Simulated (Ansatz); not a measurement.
An Ansatz (a quantum-chemistry and plane-wave program) input (PBEsol (Ansatz; PAW; 420 eV plane waves; spin-orbit coupling left out)):

Ansatz 0.2 input:
```yaml
crystal:
  lattice:
    - [3.7558343142, 0, 0]
    - [1.8779171571, 3.2526479285, 0]
    - [1.8779171571, -1.0842159762, 2.9544322464]
  atoms:
    - { symbol: Mg, position: [0, 0, 0] }
    - { symbol: S, position: [0, 0.5, 0.5] }
basis: { ecutwfc: 420, ecutrho_ratio: 4, xc_grid: 2, fft_grid_basis: typed }
kpoints: { mp_grid: { grid: [11, 11, 11] } }
hamiltonian:
  xc: pbesol
  dispersion: none
  pseudopotentials: { kind: paw }
scf: { occupations: { method: fermi_dirac, width: 0.05 } }
relax: { f_tol: 0.005, max_steps: 50, cell: { stress_tol: 0.01, fix: [a, b, gamma] } }
output: { forces: true, stress: true }
checkpoint: { write: state.ck, write_every: 1000 }
```

Task: Which symmetry and how many k-points will the program report, and about how many plane waves at Γ?

Result: Space group R-3m (ITA 166) with 12 operations, k-points 146 of 1331, and 705 plane waves at Γ.

Task: And the final pressure?

Result: -2.57 GPa (compression positive).

The cells carry an imposed strain or load. Whether these cells are dynamically stable was not tested. The cell was made from MgS in the rock salt structure (space group Fm-3m, No. 225) by this change: biaxial strain +2.50 %, plane normal [111], relaxed out of plane.
